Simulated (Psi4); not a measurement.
Psi4 1.11, HF/def2-svp: Mo(O)(S)(Cl)(OSiH3) ([O]=[Mo](=[S])([Cl])[O][SiH3]), 9 atoms. The geometry is a generated start, not checked to be a minimum at this level.

```json
{
 "task": "energy",
 "method": "scf",
 "basis": "def2-svp",
 "memory": "3 GB",
 "maxiter": "100",
 "keys_of_the_molecule_block": "symmetry c1",
 "scf_type": "df (default)",
 "guess": "auto, which took SAD (default)",
 "scf_initial_accelerator": "adiis (default)",
 "e_convergence": "1e-06 (default)",
 "d_convergence": "1e-06 (default)",
 "effective_core_potentials": "those of the basis set, past Kr",
 "basis_functions": "128"
}
```

```xyz
9

Mo     0.3232     0.6987     1.3890
O      1.9376     0.9247     1.5819
S     -0.3147    -0.7930     2.7991
Cl    -0.7163     2.5150     1.9550
O     -0.1417     0.0692    -0.1959
Si    -0.2468    -0.7198    -1.6305
H     -1.4970    -1.4873    -1.5503
H      0.9664    -1.5456    -1.7001
H     -0.3108     0.3381    -2.6482
```

Charge 0 and multiplicity 1 are set for this test and not shown to be the ground state.

One run each on 2 threads. Values of diis_max_vecs tried: 3, 6, 10 (default), 20.

Question: Predict the course of the SCF iterations along this series.

Answer: Fewest SCF iterations, within one of each other: 6 with 14, 10 (default) with 13, 20 with 13. The count rises to 21 at 3. All converge to one solution.

```tsv
diis_max_vecs	SCF iterations	end
3	21	same solution
6	14	same solution
10 (default)	13	same solution
20	13	same solution
```
